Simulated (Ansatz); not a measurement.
The starting structures come from a database of crystals and need not be the phases stable at ambient conditions.

```
CELL_PARAMETERS angstrom
      5.51621     0.00000     0.00000
      2.75811     5.11773     0.00000
      2.75811     1.48643     4.54004
ATOMIC_POSITIONS crystal
  In 0.64288 0.07136 0.64288
  In 0.35712 0.92864 0.35712
  In 0.85712 0.42864 0.85712
  In 0.14288 0.57136 0.14288
  O  0.45350 0.75000 0.04650
  O  0.54650 0.25000 0.95350
  O  0.75000 0.75000 0.45350
  O  0.25000 0.25000 0.54649
  O  0.04650 0.75000 0.75000
  O  0.95351 0.25000 0.25000
```

The cell is taken as given; by r2SCAN it stands under a pressure of -0.9 GPa.

Transport runs along the normal of the first two printed cell vectors, the (101) plane of the conventional cell.

No gap correction and no spin-orbit coupling; mid-gap is the computed energy nearest the middle.

### Question
State the band gap and the smallest decay constant κ at mid-gap according to r2SCAN (Ansatz, a first-principles code).

### Answer
Gap 1.77 eV on a 8×8×8 mesh; κ = 0.169 1/Å, at the zone centre.
